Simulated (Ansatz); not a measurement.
The reference is BAs in the zinc blende structure (space group F-43m, No. 216; a = 4.768 Å).

One thing is altered: a negative pressure, −2 GPa.

Levels (all Ansatz, an electronic-structure program, PAW): PBEsol (420 eV, no spin-orbit coupling); r2SCAN (500 eV, no SOC); HSE06 (420 eV, no SOC).

At the geometry relaxed with PBEsol, these levels gave the following band gaps, in shuffled order: (a) 1.38 eV, (b) 1.10 eV, (c) 1.84 eV.

**Question.** Match each gap to its level.

**Answer.** (a) r2SCAN; (b) PBEsol; (c) HSE06.

Single points use the geometry relaxed with PBEsol. HSE06 gaps are upper bounds (no full band path). Load acts through the strain it causes; cell and atoms are relaxed under it. Stability against distortions was not tested.
